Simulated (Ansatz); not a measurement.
## How the Voigt–Reuss–Hill shear modulus of Ti₂SnC (P6₃/mmc, No. 194; cell taken from a computed entry) moves with the method

No measured value is used here.

```csv
level (code),value (GPa),cell (Å³/atom)
LDA (Ansatz),?,14.16
PBEsol (Ansatz),104,14.54
r²SCAN (Ansatz),103,14.88
```

**Question.** Fill in the missing entries.

**Answer.** 
- LDA (Ansatz, a quantum-chemistry and plane-wave program), value (GPa): 108

LDA, PBEsol, r²SCAN: the relaxation could not lower the start's symmetry, so the cell can be a saddle point above a distorted one. Each level is taken at its own relaxed cell. Cutoffs differ between the levels. Ansatz's density-functional and Hartree–Fock values are scalar-relativistic unless marked +SOC, with PAW data made under PBE.
